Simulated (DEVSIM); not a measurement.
System: illuminated Si n-on-p cell, one wavelength, at 350 K.

Layer 1 from the left is Si, thickness (μm) 0.630, Nd (cm⁻³) 1.2e18, τn (s) 1.4e-6, τp (s) 6.9e-8, absorption coefficient (cm⁻¹) 7400. Layer 2 from the left is Si, thickness (μm) 38.0, Na (cm⁻³) 1.5e16, τn (s) 6.3e-6, τp (s) 6.3e-6, absorption coefficient (cm⁻¹) 7400.

Left contact: ohmic, minority hole recombination velocity 20000 cm/s. Right contact: ohmic, minority electron recombination velocity 70 cm/s. Voltage is applied to the left contact. Recombination: SRH at mid-gap, radiative, Auger. Gap narrowing is on: ΔEg = 6.92 meV × (l + √(l² + 0.5)), l = ln(N/1.3e17 cm⁻³), shared equally by both band edges. Light enters at the left, 2.8e16 photons cm⁻² s⁻¹, one pass, no reflection. Mobility is constant in doping.

This is a model device: material constants are rounded textbook-type values typed into the input, and sizes, dopings and lifetimes were drawn at random. Values at 300 K; Nc and Nv go as T^1.5, mobilities as T to minus their exponent, the gap by Varshni's rule with the affinity fixed.

Si: gap (eV) 1.124, affinity (eV) 4.05, permittivity 11.7, Nc (cm⁻³) 2.86e19, Nv (cm⁻³) 3.1e19, μn (cm²/Vs) 1417, μp (cm²/Vs) 470, T exponent of μn 2.3, T exponent of μp 2.2, B (cm³/s) 4.7e-15, Cn (cm⁶/s) 2.8e-31, Cp (cm⁶/s) 9.9e-32, Varshni α (eV/K) 0.000473, Varshni β (K) 636.

Model (solved in DEVSIM): 1D drift-diffusion, Boltzmann statistics, complete ionisation; no tunnelling, impact ionisation, image-force lowering or self-heating.

Dark forward current:

```tsv
|V| (V)	|J| (A/cm²)
0.05	2.830e-8
0.10	1.177e-7
0.15	4.612e-7
0.20	1.968e-6
0.25	9.159e-6
0.30	4.512e-5
0.35	0.0002294
0.40	0.001185
0.45	0.006161
0.50	0.03191
0.55	0.1601
0.60	0.7253
0.65	2.887
0.70	10.75
0.75	37.87
0.80	125.0
0.85	384.0
0.90	1062
0.95	2526
```

Task: Work out the local ideality factor n = ΔV / (kT/q · ln(J2/J1)) between the rows 0.15 and 0.20 V, 0.40 and 0.45 V, 0.90 and 0.95 V.

Result: kT/q = 30.16 mV. From 0.15 to 0.20 V: ln(1.968e-6/4.612e-7) = 1.451, n = 1.14. From 0.40 to 0.45 V: ln(0.006161/0.001185) = 1.648, n = 1.01, near the 1 of diffusion or emission over a barrier. From 0.90 to 0.95 V: ln(2526/1062) = 0.866, n = 1.91.

Task: What current could the absorbed light give at most, and what share is collected?

Result: Σ αd = 28.6, so qΦ(1 − exp(−Σ αd)) = 4.49 mA/cm². The simulated short-circuit current is 4.376 mA/cm², a share of 0.98.

Task: Estimate the open-circuit voltage by superposition: the voltage at which the dark current equals that short-circuit current.

Result: Interpolating ln J in the table gives 0.440 V. The simulation gives 0.440 V, the same within the digits that matter. Superposition holds where collection doesn't change with voltage.

Task: Estimate the fill factor from FF0 = (v − ln(v + 0.72))/(v + 1), v = qVoc/(nkT), with n from the dark curve.

Result: The rows about Voc, 0.40 and 0.45 V, give n = 1.01, so v = 14.5 and FF0 = 0.760. The simulation gives 0.759, the same within the digits that matter.
